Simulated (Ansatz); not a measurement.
System: SnS (Fm-3m, No. 225, 2 atoms in the cell; start mp-1876; a measured phase of this formula has another space group). Method: HSE06+SOC in Ansatz (plane waves, PAW).

Input:

Ansatz 0.2 input:
```yaml
crystal:
  lattice:
    - [0.0, 2.871858483, 2.871858483]
    - [2.871858483, 0.0, 2.871858483]
    - [2.871858483, 2.871858483, 0.0]
  atoms:
    - { symbol: Sn, position: [0.5, 0.5, 0.5] }
    - { symbol: S, position: [0.0, 0.0, 0.0] }
basis:
  ecutwfc: 460
  ecutrho_ratio: 4
  xc_grid: 2
kpoints:
  mp_grid: { grid: [8, 8, 8] }
  band_path:
    path:
      - [0, 0, 0]
      - [-0.065755, -0.065755, 0.488932]
      - [-0.076823, -0.044271, 0.467448]
    npoints: 1
hamiltonian:
  xc: hse06
  dispersion: none
  pseudopotentials: { azcp: { folder: ./paw }, kind: paw_fr }
scf:
  occupations: { method: fermi_dirac, width: 0.01 }
  convergence: { dr2_threshold: 0.0000000002 }
output:
  forces: true
  stress: true
  eigenvalues: true
  write_bands: true
magnetization:
  noncollinear: true
  spin_orbit: true
```

How many irreducible k-points, plane waves at Γ does the program set up, and what pressure does the run end with?

29 irreducible k-points, 1067 plane waves at Γ; P = 1.92 GPa, so the cell is compressed on average and its volume would grow at this level.

From the output:

```
WARN output.stress: scf.exx.energy_threshold = 1e-6 eV is looser than the 2e-8 eV advised for a stress under a hybrid functional (1e-8 eV for each atom of the …
Crystal: 2 atoms, lattice volume = 47.372 Å³
Basis set: ecut = 460 eV, 1067 PW (Γ), exchange–correlation on 60×60×60 points (8 copies of the dense FFT grid, shifted against one another)
Bands: 28, of which v1, the nominal top of the filled ones, is band 20 counted from 1 (19 counted from 0)
Symmetry: 48 space group operations + 48 with time reversal
k-points: 29 of 512
Initial density: superposition of atomic densities (chi_scale 0.1, normalization cell, long waves kept (reshape's long-wave potential 0.00 eV rms))
Crystal: 2 atoms, lattice volume = 47.372 Å³
Initial density: handed on by an earlier stage of this run
Crystal: 2 atoms, lattice volume = 47.372 Å³
SCF 3 converged in 5 iterations: F = -6929.566866 eV  dr2 = 1.75e-10
Free energy (F): -6929.566866 eV
Internal energy: -6929.566866 eV  (E = F + TS)
E sigma→0 (E₀):  -6929.566866 eV
Fermi energy:    9.524872 eV
--- Stress (GPa, compression-positive) ---
        1.919469      -0.000000      -0.000000
       -0.000000       1.919469       0.000000
        0.000000      -0.000000       1.919469
  P = ⅓ Tr σ = 1.9195 GPa (19.195 kbar)
```

The PAW data were made under PBE.

Note: cell and atoms aren't relaxed at this level (pressure 1.9 GPa).

A start named mp-… is a Materials Project structure, which need not be a measured phase.

Ansatz is a first-principles code.
